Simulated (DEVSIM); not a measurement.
System: abrupt GaP n-p junction, at 500 K.

Layer 1 from the left is GaP, thickness (μm) 20.0, Nd (cm⁻³) 5.7e16, τn (s) 7.4e-7, τp (s) 7.4e-7. Layer 2 from the left is GaP, thickness (μm) 220, Na (cm⁻³) 1.5e17, τn (s) 7.4e-7, τp (s) 7.4e-7.

Left contact: ohmic. Right contact: ohmic. Voltage is applied to the left contact. Recombination: SRH at mid-gap, radiative, Auger. Mobility is constant in doping.

This is a model device: material constants are rounded textbook-type values typed into the input, and sizes, dopings and lifetimes were drawn at random. Values at 300 K; Nc and Nv go as T^1.5, mobilities as T to minus their exponent, the gap by Varshni's rule with the affinity fixed.

GaP: gap (eV) 2.26, affinity (eV) 3.8, permittivity 11.1, Nc (cm⁻³) 1.8e19, Nv (cm⁻³) 1.9e19, μn (cm²/Vs) 250, μp (cm²/Vs) 150, T exponent of μn 1.6, T exponent of μp 1.98, B (cm³/s) 1e-13, Cn (cm⁶/s) 1e-30, Cp (cm⁶/s) 1e-30, Varshni α (eV/K) 0.00058, Varshni β (K) 372.

Model (solved in DEVSIM): 1D drift-diffusion, Boltzmann statistics, complete ionisation; no tunnelling, impact ionisation, image-force lowering or self-heating.

Dark forward current:

| |V| (V) | |J| (A/cm²) |
|---|---|
| 0.25 | 1.077e-9 |
| 0.50 | 2.289e-8 |
| 0.70 | 2.789e-7 |
| 0.75 | 5.413e-7 |
| 0.80 | 1.085e-6 |
| 0.85 | 2.279e-6 |
| 0.90 | 5.085e-6 |
| 0.95 | 1.217e-5 |
| 1.00 | 3.130e-5 |
| 1.05 | 8.582e-5 |
| 1.10 | 0.0002475 |
| 1.15 | 0.0007401 |
| 1.20 | 0.002266 |
| 1.25 | 0.007038 |
| 1.30 | 0.02197 |
| 1.35 | 0.06811 |
| 1.40 | 0.2040 |
| 1.45 | 0.5589 |
| 1.50 | 1.304 |
| 1.55 | 2.516 |
| 1.60 | 4.133 |
| 1.65 | 6.054 |
| 1.70 | 8.194 |
| 1.75 | 10.50 |
| 1.80 | 12.93 |
| 1.85 | 15.47 |

Q: Work out the local ideality factor n = ΔV / (kT/q · ln(J2/J1)) between the rows 0.25 and 0.50 V, 1.25 and 1.30 V, 1.80 and 1.85 V.

A: kT/q = 43.09 mV. From 0.25 to 0.50 V: ln(2.289e-8/1.077e-9) = 3.057, n = 1.90, near the 2 of recombination in the depletion region. From 1.25 to 1.30 V: ln(0.02197/0.007038) = 1.138, n = 1.02, near the 1 of diffusion or emission over a barrier. From 1.80 to 1.85 V: ln(15.47/12.93) = 0.179, n = 6.47; the layers' resistance at their doping, Σ W/(qμN) = 0.019 Ω cm², would take 48 mV of this step of 50 mV.

Q: Estimate the current at 1.25 V from the Shockley equation with J0 = Σ q ni² D/(N L) coth(W/L), τ joining the SRH, radiative and Auger lifetimes that are on, and W taken as the whole layer.

A: ni² = 2.06e17 cm⁻⁶; holes in the n layer: μ = 54.6 cm²/Vs, D = 2.35 cm²/s, τ = 7.35e-7 s, L = 13.1 μm, W/L = 1.5, term 1.14e-15 A/cm²; electrons in the p layer: μ = 110 cm²/Vs, D = 4.76 cm²/s, τ = 7.20e-7 s, L = 18.5 μm, W/L = 12, term 5.67e-16 A/cm². J0 = 1.71e-15 A/cm², and J = J0 exp(qV/kT) = 0.00677 A/cm². The simulation gives 0.00704 A/cm²; the estimate lies 3.8 % below. The estimate leaves out recombination in the depletion region and that region's share of W.
